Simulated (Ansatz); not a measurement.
Take TiO2 in the anatase structure (space group I4_1/amd, No. 141; a = 3.739 Å, c = 9.455 Å) as the base. Axes: x, y, z lie along a, b, c of the conventional cell.

It is then changed as follows: uniaxial strain ε_zz = −1.20 %, all other strain components held at zero; the atoms relax in the strained cell.

Calculations: Ansatz (a program for electronic structure) LDA, without spin-orbit coupling.

Base, band edges from the VBM (valence, conduction): M -0.12, 2.47; G -0.09, 3.39; R -0.09, 3.39; X -0.05, 3.42; Γ -0.51, 2.08; S₀ -0.80, 3.28; S -0.80, 3.28; N -0.66, 3.30; P -0.27, 3.68 eV.

Task: Give the band edges at the high-symmetry points of the new zone, measured from its valence-band maximum.

Result: 
| point | valence edge (eV) | conduction edge (eV) |
|---|---|---|
| Γ | -0.56 | 2.04 |
| X | -0.04 | 3.47 |
| P | -0.26 | 3.73 |
| N | -0.67 | 3.29 |
| M | -0.15 | 2.45 |
| S | -0.82 | 3.24 |
| S₀ | -0.82 | 3.24 |
| R | -0.09 | 3.43 |
| G | -0.09 | 3.43 |

The gap is 2.04 eV, indirect, Γ–X (87 % along) → Γ.

Stability against distortions was not tested. The final runs are not spin-polarised.
